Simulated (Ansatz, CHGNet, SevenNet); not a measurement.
# Lattice parameter a of TiTe₂ (model structure, started from the rutile type, P4₂/mnm, No. 136, 6 atoms in the cell) at several levels of theory

No measured value is used here.

| level (code) | value (Å) |
|---|---|
| CHGNet 0.3.0 | 6.930 |
| CHGNet-r²SCAN | 6.506 |
| SevenNet-0 | 6.643 |
| LDA (Ansatz) | ? |
| PBEsol (Ansatz) | 6.687 |
| r²SCAN (Ansatz) | ? |
| r²SCAN+rVV10 (Ansatz) | 6.683 |

Problem. Fill in the missing entries.

Solution. 
- LDA (Ansatz, an electronic-structure program), value (Å): 6.628
- r²SCAN (Ansatz), value (Å): 6.717

CHGNet-r²SCAN: the cell has another shape than the first-principles one, perhaps another minimum in the same group. Cutoffs differ between the levels. Ansatz's density-functional and Hartree–Fock values are scalar-relativistic unless marked +SOC, with PAW data made under PBE.

Machine-learned potentials (CHGNet 0.3.0, CHGNet-r²SCAN, SevenNet-0) are trained on DFT data: a solid inside that data is no test of them.

A model structure was made by putting elements into a prototype or built by hand; it is no filed structure, need not be a known phase, and can be a saddle point held by its symmetry.
